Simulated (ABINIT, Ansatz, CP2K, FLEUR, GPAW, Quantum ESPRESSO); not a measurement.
# One structure in several programs: Hf2S (P6_3/mmc, 6 atoms in the cell)

Self-consistent single point.

```yaml
crystal:
  lattice:
    - [3.32366, 0.00000, 0.00000]
    - [-1.66183, 2.87837, 0.00000]
    - [0.00000, 0.00000, 11.54165]
  atoms:
    - { symbol: Hf, position: [0.66667, 0.33333, 0.89981] }
    - { symbol: Hf, position: [0.33333, 0.66667, 0.10019] }
    - { symbol: Hf, position: [0.33333, 0.66667, 0.39981] }
    - { symbol: Hf, position: [0.66667, 0.33333, 0.60019] }
    - { symbol: S, position: [0.00000, 0.00000, 0.75000] }
    - { symbol: S, position: [0.00000, 0.00000, 0.25000] }
```

All programs got the same cell, k-point mesh and kind of occupations (in Ansatz's words: kpoints.mp_grid.grid = 8 8 2; scf.occupations.method = fermi_dirac; scf.occupations.width = 0.05 eV); potentials, basis and cutoffs are each program's usual ones.

```csv
code,model,pressure (GPa),largest force (eV/Å),k-points,cutoff
Ansatz,"LDA (PW92), PAW files made with PBE",-0.16,0.174,20,420 eV
Quantum ESPRESSO,"LDA (PW92), PseudoDojo standard norm-conserving (LDA) pseudopotentials",-1.33,0.176,20,60 Ry
GPAW,"LDA (Perdew-Wang 92), GPAW PAW datasets LDA (gpaw-data 1.0.1)",0.21,0.174,20,550 eV
FLEUR,"LDA (Perdew-Zunger), all-electron FLAPW (FLEUR), scalar-relativistic valence",–,0.182,20,Kmax 4.6 1/bohr
CP2K,"LDA (Pade form), GPW, DZVP-MOLOPT-SR-GTH basis, GTH-PADE potentials (GTH_POTENTIALS)",-5.44,0.071,68,grid 500 Ry
ABINIT,"LDA (PW92), PAW (JTH v2.0 LDA PAW)",-0.59,0.193,20,571 eV
```

A dash marks a value that a program does not give, or that is left out as unsure.

The spread over the programs that give each value: pressure within 5.65 GPa; largest force within 0.122 eV/Å.

The starting cell comes from a database of computed structures (which also holds hypothetical and non-ambient phases and stackings), without a prior relaxation at this level. Its lattice was rescaled by a random factor within 2.5 % of one. On Ansatz's run: Spin-orbit coupling is off.

Why do the programs differ, and what cannot be compared?

Differences of this kind can come from the potentials, where these differ, and from what each basis and cutoff leave unconverged. The valence holds different numbers of electrons (Ansatz (a quantum-chemistry and plane-wave program) 116, Quantum ESPRESSO 60, GPAW 60, FLEUR 116, CP2K 60, ABINIT 60). The zero of total energies and Fermi levels follows the potentials and each program's conventions, so they are not compared here. CP2K uses small atom-centred bases, whose incompleteness enters pressures, forces and empty levels differently from a plane-wave cutoff. FLEUR treats all electrons, but the usual bases taken here (sphere radii, linearisation, local orbitals, empty states) were not tested for convergence, so the values are no reference for the others. Ansatz's pressure is given at a fixed set of plane waves, as the other plane-wave codes print theirs; with its correction for the finite basis it is -0.11 GPa. The programs reduce the same mesh by symmetry to different extents, which changes the work and not the result. In the pressure, CP2K (by 5.07) lies more than 1 GPa from the median of the plane-wave programs. In the force vectors, CP2K (by 0.246) lies more than 0.08 eV/Å from the median of the plane-wave programs.

Left out of this page: Elk (not drawn, or without a comparable value).

Keys are those of Ansatz 0.2.
